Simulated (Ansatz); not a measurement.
An Ansatz (a program for electronic structure) input for (Ru,Os) alloy cell Os3Ru (hexagonal close-packed start):

Ansatz 0.2 input:
```yaml
crystal:
  lattice:
    - [1.377782156, -7.161587092, -4.333688227]
    - [-1.377465562, 7.160996393, -4.332613041]
    - [6.890998301, 2.38797715, 4.333061904]
  atoms:
    - { symbol: Os, position: [0.545376561, 0.377391, 0.168483118] }
    - { symbol: Os, position: [0.291971224, 0.499433251, 0.042404659] }
    - { symbol: Ru, position: [0.791624173, -0.000011109, 0.041109531] }
    - { symbol: Os, position: [0.289499819, 1.000176929, 0.541575564] }
    - { symbol: Os, position: [0.540043515, 0.623501607, 0.416640462] }
    - { symbol: Os, position: [0.044455451, 0.125719359, 0.416252779] }
    - { symbol: Os, position: [0.294044847, 0.750292902, 0.29060127] }
    - { symbol: Os, position: [0.788695555, 0.246790849, 0.289545431] }
    - { symbol: Os, position: [0.040743555, 0.874085918, 0.167717533] }
    - { symbol: Os, position: [0.540761531, 0.126637786, 0.916899221] }
    - { symbol: Ru, position: [0.290452331, 0.249190487, 0.791505961] }
    - { symbol: Ru, position: [0.541688843, 0.874837829, 0.666530285] }
    - { symbol: Os, position: [0.041170485, 0.375278724, 0.667403721] }
    - { symbol: Ru, position: [0.791482785, 0.499578733, 0.540932341] }
    - { symbol: Os, position: [0.040578883, 0.626280943, 0.91670394] }
    - { symbol: Ru, position: [0.79195709, 0.751291855, 0.791734172] }
    - { symbol: Os, position: [0.458323032, 0.123994657, 0.33465814] }
    - { symbol: Os, position: [0.208663634, 0.248619378, 0.206193803] }
    - { symbol: Ru, position: [0.708241976, 0.750245479, 0.209128988] }
    - { symbol: Os, position: [0.209071838, 0.751509394, 0.708929024] }
    - { symbol: Os, position: [0.460542341, 0.377474912, 0.585448556] }
    - { symbol: Ru, position: [0.956701603, 0.874179105, 0.582906959] }
    - { symbol: Os, position: [0.206547952, 0.499041519, 0.45900661] }
    - { symbol: Os, position: [0.712141952, 0.001543164, 0.459943386] }
    - { symbol: Os, position: [0.961645036, 0.62519474, 0.334699969] }
    - { symbol: Os, position: [0.457631578, 0.873036447, 0.080576609] }
    - { symbol: Ru, position: [0.208588113, 0.000973969, 0.959760186] }
    - { symbol: Os, position: [0.457204592, 0.623659478, 0.832851355] }
    - { symbol: Os, position: [0.95851263, 0.125134113, 0.832962247] }
    - { symbol: Os, position: [0.706873149, 0.249509333, 0.708320631] }
    - { symbol: Os, position: [0.957592068, 0.373532142, 0.081889605] }
    - { symbol: Os, position: [0.707171853, 0.501875097, 0.956683944] }
basis:
  ecutwfc: 420
  ecutrho_ratio: 4
  xc_grid: 2
kpoints:
  mp_grid: { grid: [5, 5, 5] }
hamiltonian:
  xc: pbe
  dispersion: none
  pseudopotentials: { kind: paw }
scf:
  n_extra_bands: 62
  occupations: { method: fermi_dirac, width: 0.05 }
output:
  forces: true
  stress: true
relax:
  f_tol: 0.03
  max_steps: 90
  cell: { stress_tol: 0.15 }
```

Level of theory: PBE (plane waves to 420 eV, PAW; Ansatz). Scalar-relativistic, without spin–orbit coupling; the runs are not spin-polarised. Its k-point mesh 5×5×5, Fermi–Dirac width 0.05 eV.

Task: Write the closing report of this run, without the band table and long remarks, to eight decimals at most.

Result: 
```
SCF converged after 7 iterations
Free energy (F): -320258.962681 eV
Harris-Foulkes:  -320258.962681 eV  (|F-HF|=1.16e-10)
Internal energy: -320258.796056 eV  (E = F + TS)
E sigma→0 (E₀):  -320258.879369 eV
Entropy (-TS):   -0.166624 eV (-5.207 meV/atom)
Fermi energy:    24.847642 eV
--- Per-component energies (eV) ---
  E_band       = -2238.340700
  E_kinetic    = 17582.952537
  E_local      = -29463.048128  (includes V_loc(G=0)·N_el)
  E_nonlocal   = 2693.236799
  E_hartree    = 11236.067693
  E_xc         = -7923.946769
  E_vxc        = -8729.596183  (∫ρ·V_xc dr)
  E_paw        = -243964.504399  (= ΣΔE_a)
  E_vpaw       = -6794.017844  (= ΣTr[D̂ρ^β])
  E_aug_tail   = -0.003287  (compensation charges beyond the density's cutoff)
  E_ewald      = -70419.550501
  E_smearing   = -0.166624  (= −TS)
  E_closure    = 0.000000  (closes the sum)
  Σ components = -320258.962681   (vs F -320258.962681, Δ=0.00e0)
--- Forces (eV/Å), atoms counted from 1 ---
  atom   1  Os     0.00210895     0.00033801     0.00216134
  atom   2  Os    -0.00024079    -0.00017734     0.00256173
  atom   3  Ru    -0.00041374     0.00205728     0.00189239
  atom   4  Os    -0.00324198    -0.00116328     0.00097406
  atom   5  Os    -0.00158365    -0.00199409    -0.00447750
  atom   6  Os    -0.00024879     0.00069688     0.00085943
  atom   7  Os     0.00021447     0.00105844     0.00169941
  atom   8  Os     0.00181334    -0.00010688     0.00188073
  atom   9  Os     0.00270892     0.00104582    -0.00220328
  atom  10  Os     0.00156072    -0.00249028    -0.00174098
  atom  11  Ru     0.00094919     0.00300022    -0.00226006
  atom  12  Ru     0.00260717     0.00068058     0.00456351
  atom  13  Os    -0.00229116    -0.00300017    -0.00397111
  atom  14  Ru    -0.00061851     0.00099011    -0.00153472
  atom  15  Os    -0.00040434     0.00065882     0.00165015
  atom  16  Ru     0.00125201    -0.00313623     0.00025006
  atom  17  Os    -0.00071857     0.00047907    -0.00306649
  atom  18  Os     0.00033222     0.00225116     0.00101700
  atom  19  Ru    -0.00077340    -0.00234813    -0.00452539
  atom  20  Os     0.00113887     0.00054695     0.00354491
  atom  21  Os     0.00212330    -0.00213839     0.00367558
  atom  22  Ru     0.00096661     0.00006423     0.00107146
  atom  23  Os    -0.00268605     0.00170697    -0.00074078
  atom  24  Os     0.00087404     0.00087697    -0.00002145
  atom  25  Os     0.00426409    -0.00077715     0.00172854
  atom  26  Os    -0.00139294     0.00051198     0.00149078
  atom  27  Ru    -0.00214909    -0.00275201    -0.00107337
  atom  28  Os    -0.00221121     0.00187549    -0.00179776
  atom  29  Os    -0.00248460     0.00062097    -0.00042029
  atom  30  Os    -0.00143811     0.00046777    -0.00155494
  atom  31  Os     0.00232099     0.00092109    -0.00339129
  atom  32  Os    -0.00233795    -0.00076481     0.00175829
  max |Σ_I F_I| component: 4.31e-8 eV/Å
--- Stress (GPa, compression-positive) ---
        0.011440      -0.004366      -0.000182
       -0.004366      -0.010174      -0.005823
       -0.000182      -0.005823      -0.018561
  P = ⅓ Tr σ = -0.0058 GPa (-0.058 kbar)
--- Relaxed structure (4 steps of the walk, 3 accepted, 1 SCFs on fresh bases) ---
  F+E_penalty+E_count = -320258.96268073 eV   max|allowed force component| = 4.564e-3 eV/Å   (the final SCF, on the basis selected at the relaxed cell)
  cell:  # Å, volume = 452.7303 Å³
    - [1.37071487, -7.13333020, -4.33556402]
    - [-1.37075480, 7.13295599, -4.33495510]
    - [6.86281164, 2.37965629, 4.33539417]
  atoms:
    - { symbol: Os, position: [0.54252101, 0.37510477, 0.16683263] }
    - { symbol: Os, position: [0.29114277, 0.49909710, 0.04108970] }
    - { symbol: Ru, position: [0.79220911, 0.00013768, 0.04128694] }
    - { symbol: Os, position: [0.29071432, 1.00021701, 0.54181675] }
    - { symbol: Os, position: [0.54145785, 0.62433539, 0.41677254] }
    - { symbol: Os, position: [0.04264521, 0.12482241, 0.41646708] }
    - { symbol: Os, position: [0.29197410, 0.74987296, 0.29092044] }
    - { symbol: Os, position: [0.79057981, 0.24905911, 0.29064711] }
    - { symbol: Os, position: [0.04168162, 0.87468333, 0.16689023] }
    - { symbol: Os, position: [0.54112548, 0.12545960, 0.91662629] }
    - { symbol: Ru, position: [0.29207075, 0.25092472, 0.79171686] }
    - { symbol: Ru, position: [0.54229558, 0.87527360, 0.66703275] }
    - { symbol: Os, position: [0.04186818, 0.37503714, 0.66749563] }
    - { symbol: Ru, position: [0.79135794, 0.50054547, 0.54146874] }
    - { symbol: Os, position: [0.04135277, 0.62548448, 0.91655055] }
    - { symbol: Ru, position: [0.79067474, 0.74982661, 0.79164226] }
    - { symbol: Os, position: [0.45827743, 0.12471984, 0.33383780] }
    - { symbol: Os, position: [0.20887789, 0.24975404, 0.20793729] }
    - { symbol: Ru, position: [0.70785007, 0.74932189, 0.20830496] }
    - { symbol: Os, position: [0.20865843, 0.75060818, 0.70848523] }
    - { symbol: Os, position: [0.45871238, 0.37583821, 0.58404625] }
    - { symbol: Ru, position: [0.95811045, 0.87557422, 0.58390037] }
    - { symbol: Os, position: [0.20825725, 0.49941604, 0.45888084] }
    - { symbol: Os, position: [0.70971968, 0.00026329, 0.45873431] }
    - { symbol: Os, position: [0.95921991, 0.62534201, 0.33386553] }
    - { symbol: Os, position: [0.45829066, 0.87440110, 0.08229030] }
    - { symbol: Ru, position: [0.20729915, -4.97534236e-5, 0.95821358] }
    - { symbol: Os, position: [0.45808758, 0.62465722, 0.83366054] }
    - { symbol: Os, position: [0.95895946, 0.12522102, 0.83341129] }
    - { symbol: Os, position: [0.70769748, 0.24968559, 0.70828276] }
    - { symbol: Os, position: [0.95802122, 0.37427122, 0.08269617] }
    - { symbol: Os, position: [0.70828968, 0.50109452, 0.95819628] }
```

Cost: very roughly 50 core-minutes.
